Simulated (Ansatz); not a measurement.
TiAl3 (Pmm2, No. 25, 4 atoms in the cell; start mp-1217027; a measured phase of this formula has another space group), treated with LDA (plane waves, PAW; Ansatz, a program for electronic structure).

Run with plane-wave cutoff 520 eV, 20×12×12 k mesh (along the axes of the cell as run), Fermi–Dirac smearing 0.05 eV, no spin polarisation, scalar-relativistic PAW data made under PBE.

Cell (relaxed at this level):

```
CELL_PARAMETERS angstrom
      2.75516     0.00000     0.00000
      0.00000     4.62609     0.00000
      0.00000     0.00000     4.85317
ATOMIC_POSITIONS crystal
  Ti 0.00000 0.50000 0.16293
  Al 0.50000 0.50000 0.66381
  Al 0.50000 0.00000 0.33281
  Al 0.00000 0.00000 0.84045
```

Task: What does this level give for the bulk modulus B0?

Result: 
* **bulk modulus B0**: 109 GPa

Note: the run has no spin polarisation, so it can have missed a magnetic state; the bulk modulus is −V dP/dV from two relaxed cells at ±2 % in volume; the relaxation could not lower the start's symmetry, so the cell can be a saddle point above a distorted one.

The computed numbers hold no vibrational or temperature effects.

Cost on a shared machine: about 5 core-minutes (a rough figure).

A start named mp-… is a Materials Project structure, which need not be a measured phase.
